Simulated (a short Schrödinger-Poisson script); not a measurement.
## MOS inversion layer, SiO2 on p-type Ge(100)

System: MOS inversion layer, SiO2 on p-type Ge(100), at 300 K.

```
layer  material  thickness (nm)  Na (cm⁻³)
-----  --------  --------------  ---------
1          SiO2             1.2          -
2            Ge            1100     6.5e16
```

Constants are typed, rounded textbook-type inputs, not results; the design itself was drawn at random and stands for no fabricated device. SiO2: permittivity 3.9, conduction-band edge (eV) 3.1, gap (eV) 9, electron mass (mₑ) 0.5. Ge: permittivity 16, conduction-band edge (eV) 0, gap (eV) 0.664, Nv at 300 K (cm⁻³) 6e18.

Channel valleys (confinement mass, in-plane density-of-states mass, number): L4 0.12, 0.295, 4. At the gate the conduction-band edge of layer 1 lies 3.13 eV − eVg above the Fermi level of the channel; the field vanishes at the back. Gaps are held at their typed values at every temperature. Mesh 0.03 nm at interfaces.

From a short Schrödinger-Poisson script (our own, NumPy): 1D Poisson equation in equilibrium, electrons quantum, Hartree (BenDaniel-Duke, 12 states a valley, the channel's in-plane mass for all, wave functions free to enter the dielectric), parabolic valleys, classical holes, full ionisation, no traps, pinning or gate leakage.

| Vg (V) | electrons (cm⁻²) | C (μF/cm²) | L4 E0 (meV) | L4 E1 (meV) |
|---|---|---|---|---|
| -0.2 | 1.13e8 | 0.159 | 309.0 | 346.3 |
| -0.15 | 6.05e8 | 0.150 | 264.5 | 304.3 |
| -0.1 | 3.32e9 | 0.154 | 219.8 | 261.8 |
| -0.05 | 1.79e10 | 0.215 | 175.6 | 219.8 |
| 0 | 8.25e10 | 0.458 | 135.5 | 182.0 |
| 0.05 | 2.64e11 | 0.858 | 104.7 | 154.2 |
| 0.1 | 5.73e11 | 1.19 | 83.8 | 136.9 |
| 0.15 | 9.73e11 | 1.41 | 69.2 | 126.1 |
| 0.2 | 1.43e12 | 1.56 | 58.3 | 118.9 |
| 0.25 | 1.94e12 | 1.67 | 49.7 | 113.9 |
| 0.3 | 2.47e12 | 1.76 | 42.6 | 110.2 |
| 0.35 | 3.03e12 | 1.83 | 36.5 | 107.4 |
| 0.4 | 3.61e12 | 1.89 | 31.2 | 105.2 |
| 0.45 | 4.20e12 | 1.93 | 26.4 | 103.5 |
| 0.5 | 4.81e12 | 1.98 | 22.1 | 102.0 |
| 0.55 | 5.44e12 | 2.01 | 18.2 | 100.9 |
| 0.6 | 6.07e12 | 2.04 | 14.6 | 99.9 |
| 0.65 | 6.71e12 | 2.07 | 11.2 | 99.1 |
| 0.7 | 7.36e12 | 2.10 | 8.0 | 98.5 |
| 0.75 | 8.02e12 | 2.12 | 5.0 | 97.9 |
| 0.8 | 8.69e12 | 2.14 | 2.1 | 97.4 |

Subbands count from the Fermi level.

Only the L valleys are kept; under strong confinement the Δ valleys of Ge fill too.
